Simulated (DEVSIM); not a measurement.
System: illuminated Ge n-on-p cell, one wavelength, at 300 K.

Layer 1 from the left is Ge, thickness (μm) 0.190, Nd (cm⁻³) 2.7e18, τn (s) 3.8e-8, τp (s) 1e-8, absorption coefficient (cm⁻¹) 580. Layer 2 from the left is Ge, thickness (μm) 160, Na (cm⁻³) 1.2e17, τn (s) 2.7e-7, τp (s) 2.7e-7, absorption coefficient (cm⁻¹) 580.

Left contact: ohmic, minority hole recombination velocity 20 cm/s. Right contact: ohmic, minority electron recombination velocity 300 cm/s. Voltage is applied to the left contact. Recombination: SRH at mid-gap, radiative, Auger. Light enters at the left, 1e17 photons cm⁻² s⁻¹, one pass, no reflection. Mobility is constant in doping.

Constants are typed, rounded textbook-type inputs, not results; the design itself was drawn at random and stands for no fabricated device. Values at 300 K.

Ge: gap (eV) 0.664, affinity (eV) 4, permittivity 16, Nc (cm⁻³) 1.04e19, Nv (cm⁻³) 6e18, μn (cm²/Vs) 3900, μp (cm²/Vs) 1900, B (cm³/s) 6.4e-14, Cn (cm⁶/s) 1e-31, Cp (cm⁶/s) 1e-31.

Simulated with DEVSIM: 1D drift-diffusion, Boltzmann statistics, complete ionisation; no tunnelling, impact ionisation, image-force lowering or self-heating.

Dark forward current:

```csv
|V| (V),|J| (A/cm²)
0.05,8.068e-5
0.10,0.0005804
0.15,0.003888
0.20,0.02633
0.25,0.1800
0.30,1.222
0.35,7.725
0.40,36.88
0.45,113.0
0.50,258.9
0.55,543.8
0.60,1201
0.65,2760
```

Problem. Work out the local ideality factor n = ΔV / (kT/q · ln(J2/J1)) between the rows 0.15 and 0.20 V, 0.20 and 0.25 V, 0.60 and 0.65 V.

Solution. kT/q = 25.85 mV. From 0.15 to 0.20 V: ln(0.02633/0.003888) = 1.913, n = 1.01, near the 1 of diffusion or emission over a barrier. From 0.20 to 0.25 V: ln(0.1800/0.02633) = 1.922, n = 1.01, near the 1 of diffusion or emission over a barrier. From 0.60 to 0.65 V: ln(2760/1201) = 0.832, n = 2.32.

Problem. What current could the absorbed light give at most, and what share is collected?

Solution. Σ αd = 9.29, so qΦ(1 − exp(−Σ αd)) = 16.0 mA/cm². The simulated short-circuit current is 12.13 mA/cm², a share of 0.76.

Problem. Estimate the open-circuit voltage by superposition: the voltage at which the dark current equals that short-circuit current.

Solution. Interpolating ln J in the table gives 0.180 V. The simulation gives 0.180 V, the same within the digits that matter. Superposition holds where collection doesn't change with voltage.
